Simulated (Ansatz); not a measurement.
Cost and result by functional for the adsorption energy of Br on the 1x1 (100) surface of monoclinic HfO2 (cut with top plane 2 O), one in a 1x1 cell, started at the site 'hollow O-O-O over O at depth 6.8 Å', in Ansatz (plane waves, PAW). Single points on the PBE structure, on one kind of machine; costs are rough ratios of the slab run's core time (references not counted) to the cheapest single point. r2SCAN's cost holds its higher cutoff (500 against 420 eV). Differences are taken against r2SCAN for comparison alone: no measured value is at hand, so the table doesn't rank accuracy. The points keep PBE's geometry, so the relaxation of a polaron and the settling of charge on one site are left out.

Host crystal: monoclinic HfO2, with a band gap (PBE, scalar-relativistic without spin-orbit coupling).

Model: 25-atom slab, 9.3 Å thick at the start under the adsorbate (thin: gaps and levels are the slab's own), 4x4x1 mesh, Fermi-Dirac 0.01 eV, dipole correction, 12 atoms held, the rest relaxed; no symmetry held; spin-polarised, ending with about 1.0 μB a cell; orders that need a larger cell were not tried, no spin-orbit, no U, no dispersion correction. At the end it is bonded to Hf. In PBE it is, or lies within 0.03 eV of, the lowest of the starts that converged. These notes are the PBE run's. RPBE: The program's check for a lower electronic state was not made. r2SCAN: The program's check for a lower electronic state was not made. Adsorption energies are against ½ Br2(g). A negative adsorption energy means that the adsorbate is more stable on the surface than in its reference.

```json
[
 {"functional": "RPBE", "relative cost": "1", "adsorption energy (eV)": "0.24", "less r2SCAN (eV)": "0.40"},
 {"functional": "r2SCAN", "relative cost": "2", "adsorption energy (eV)": "-0.16", "less r2SCAN (eV)": "0.00"},
 {"functional": "PBE (the relaxed run's value)", "relative cost": "–", "adsorption energy (eV)": "0.04", "less r2SCAN (eV)": "0.21"}
]
```

The values span 0.40 eV, while the single points' costs differ by a factor of roughly 2. Differences are of unrounded values.

Ansatz is an electronic-structure program.
